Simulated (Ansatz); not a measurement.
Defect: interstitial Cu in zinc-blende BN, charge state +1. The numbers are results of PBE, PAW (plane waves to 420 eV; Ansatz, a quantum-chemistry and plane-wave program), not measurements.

Settings: 64 host sites, the relaxed PBE lattice, a 2×2×2 k-point mesh shifted by half a step, smearing 0.01 eV, spin-restricted, no image-charge correction. Energies are static. The charge state is imposed; whether it is stable for some Fermi level was not computed. Sites that were not tried may lie lower.

Barriers: single points on a 3×3×3 k-point mesh shifted by half a step at the bands' geometries.

The step: several atoms move together, Cu the farthest; the atom moves 1.33 Å along (-0.26, -0.26, 0.00) of the unit cell; the moving atom starts with neighbours 3 B at 1.83; 3 N at 1.77 Å and ends with 3 B at 1.83; 3 N at 1.77 Å.

**Question.** Give the migration barrier of this step at the level PBE, PAW.

**Answer.** 0.16 eV, the same both ways. At the saddle the moving atom has neighbours B at 1.81, 2 B at 1.98, 2 B at 2.02; N at 1.69, N at 1.72, 2 N at 1.87 Å. The saddle point's order was not checked, and it lies on a symmetry element of the cell, where a band can be held.
